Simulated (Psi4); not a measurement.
Psi4 1.11, WB97X/def2-svp: Cd(OH)2(NH3)2 ([NH3]->[Cd](<-[NH3])([OH])[OH]), 13 atoms. The geometry is a generated start, not checked to be a minimum at this level.

- task: energy
- method: wb97x
- basis: def2-svp
- memory: 3 GB
- maxiter: 100
- keys of the molecule block: symmetry c1
- scf_type: df (default)
- e_convergence: 1e-06 (default)
- d_convergence: 1e-06 (default)
- dft_radial_points: 75 (default)
- dft_spherical_points: 302 (default)
- effective core potentials: those of the basis set, past Kr
- basis functions: 127
- grid points: 280734

```xyz
13

Cd    -0.0158     0.2189     0.4609
O      1.8730     0.4772     0.9366
H      2.0194     1.4184     1.0834
O     -1.3647     1.5744     0.9623
H     -1.1684     1.9470     1.8266
N      0.3527    -2.2281     0.6449
H      0.2829    -2.8627    -0.1428
H      0.0280    -2.7160     1.4756
H      1.3365    -2.0055     0.7818
N     -0.7005     0.8770    -1.8410
H     -1.3807     1.4401    -1.3320
H     -1.1968     0.3422    -2.5465
H     -0.0657     1.5170    -2.3099
```

Charge 0 and multiplicity 1 are set for this test and not shown to be the ground state.

With the defaults (damping_percentage = 0, diis = true, scf_initial_accelerator = adiis, guess = auto, which took SAD, soscf = false, soscf_start_convergence = 0.01, diis_max_vecs = 10, level_shift = 0, level_shift_cutoff = 0.01) it converges in 9 SCF iterations. One run each on 2 threads, with these changes:
- guess = core
- damping_percentage = 20
- guess = modhuckel
- soscf = true, soscf_start_convergence = 0.001
- level_shift = 0.1, level_shift_cutoff = 0.001
- guess = huckel
- diis_max_vecs = 20
- damping_percentage = 60
- damping_percentage = 60, diis = false, scf_initial_accelerator = none

Q: Name the settings that don't reach the solution of the defaults.

A: No convergence: damping_percentage = 60; damping_percentage = 60, diis = false, scf_initial_accelerator = none (the run ends without SCF convergence in 100 iterations). The rest reach the solution of the defaults.

| setting | SCF iterations | JK calls | end |
|---|---|---|---|
| soscf = true, soscf_start_convergence = 0.001 | 6 | 17 | same solution |
| the defaults | 9 | 10 | same solution |
| diis_max_vecs = 20 | 9 | 10 | same solution |
| level_shift = 0.1, level_shift_cutoff = 0.001 | 9 | 10 | same solution |
| guess = huckel | 10 | 35 | same solution |
| guess = modhuckel | 12 | 37 | same solution |
| guess = core | 17 | 17 | same solution |
| damping_percentage = 20 | 19 | 20 | same solution |
| damping_percentage = 60 | 100 | 101 | no convergence |
| damping_percentage = 60, diis = false, scf_initial_accelerator = none | 100 | 101 | no convergence |

An SOSCF iteration holds several JK calls; a Hückel guess adds calls on atoms.
